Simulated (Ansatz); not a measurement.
SrO, pressure series

Take SrO in the rock salt structure (space group Fm-3m, No. 225; a = 5.195 Å) as the base.

Cell and atoms are relaxed at each pressure.

Calculations: PBE/PAW in Ansatz (a first-principles code), no SOC.

Candidates:
(a) pressure −2 GPa
(b) pressure 3 GPa
(c) pressure 10 GPa

For the base:

Band gap: 3.33 eV

Order them by band gap, lowest first.

(c) pressure 10 GPa (3.27 eV), (b) pressure 3 GPa (3.31 eV), (a) pressure −2 GPa (3.33 eV)

The program warned that an SCF state here may not be the lowest one. Load acts through the strain it causes; cell and atoms are relaxed under it. No phonon test of stability was made. Competing high-pressure phases were not computed.
